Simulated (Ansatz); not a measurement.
Consider the following.

End structure of the (0001) surface of hcp Hf, one row in 4 of the top plane missing (bottom of the slab: a bare face, its two planes held):

```xyz
23
Lattice="3.2049 0.0000 0.0000 -6.4097 11.1019 0.0000 0.0000 0.0000 29.0000" Properties=species:S:1:pos:R:3 pbc="T T T"
Hf     1.6024     0.9252     8.1659
Hf     0.0000     3.7006     8.1659
Hf    -1.6024     6.4761     8.1659
Hf    -3.2049     9.2516     8.1659
Hf     0.0000     1.8503    10.6996
Hf    -1.6024     4.6258    10.6996
Hf    -3.2049     7.4013    10.6996
Hf    -4.8073    10.1768    10.6996
Hf     1.6026     0.9360    13.2944
Hf     0.0000     3.6767    13.2669
Hf    -1.6023     6.4783    13.2703
Hf    -3.2048     9.2573    13.2753
Hf     0.0000     1.8123    15.9158
Hf    -1.6027     4.6234    15.7289
Hf    -3.2049     7.4102    15.7639
Hf    -4.8074    10.2018    15.7918
Hf     1.6025     0.9266    18.4439
Hf     0.0000     3.7102    18.2692
Hf    -1.6023     6.4835    18.3400
Hf    -3.2047     9.2579    18.3500
Hf    -1.6023     4.5341    20.6419
Hf    -3.2048     7.2832    20.7496
Hf    -4.8071     9.8941    20.7581
```

Slab: 23 atoms, 12.7 Å thick at the start; k 13x4x1, smearing 0.1 eV, dipole-corrected; 8 atoms held, the rest relaxed; held to the part of the start's symmetry that mesh and held atoms allow; no spin, no spin-orbit, no U. It is one candidate, not shown to be the stable structure of the face.

### Question
Predict the work function of the top face from PBE in Ansatz (a program for electronic structure).

### Answer
3.76 eV
